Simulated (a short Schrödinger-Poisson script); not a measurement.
Gated Al0.3Ga0.7As/GaAs modulation-doped gas

Structure: gated Al0.3Ga0.7As/GaAs modulation-doped gas, at 20 K.

```tsv
layer	material	thickness (nm)	Nd (cm⁻³)	Na (cm⁻³)
1	Al0.3Ga0.7As	30	-	-
2	Al0.3Ga0.7As	10	6.4e17	-
3	Al0.3Ga0.7As	20	-	-
4	GaAs	6000	-	8e14
```

The device is made up for the run: typed textbook-type constants, with dimensions and the other settings drawn at random. Al0.3Ga0.7As: permittivity 12.05, conduction-band edge (eV) 0.237, gap (eV) 1.798, electron mass (mₑ) 0.0919, Nv at 300 K (cm⁻³) 9e18. GaAs: permittivity 12.9, conduction-band edge (eV) 0, gap (eV) 1.424, Nv at 300 K (cm⁻³) 9e18.

Channel valleys (confinement mass, in-plane density-of-states mass, number): Γ 0.067, 0.067, 1. At the gate the conduction-band edge of layer 1 lies 0.79 eV − eVg above the Fermi level of the channel; the field vanishes at the back. Donor level 0.05 eV below the band edge. The barrier under the gate holds no holes. Gaps are held at their typed values at every temperature. Mesh 0.08 nm at interfaces.

Solved with a short Schrödinger-Poisson script written for these runs: 1D Poisson equation in equilibrium, electrons quantum, Hartree plus LDA exchange-correlation (BenDaniel-Duke, 40 states a valley, the channel's in-plane mass for all, wave functions free to enter the barrier), parabolic valleys, classical holes, donors ionised by Fermi statistics, acceptors fully, no traps, pinning or gate leakage.

| Vg (V) | electrons (cm⁻²) | in the channel layer | C (μF/cm²) | Γ E0 (meV) | Γ E1 (meV) |
|---|---|---|---|---|---|
| 0.5 | 1.47e11 | 1.45e11 | 0.161 | -5.2 | 20.7 |
| 0.4 | 4.68e10 | 4.64e10 | 0.159 | -0.8 | 22.7 |

Gate voltages with under 1e6 electrons/cm² are left out.

Subbands count from the Fermi level.
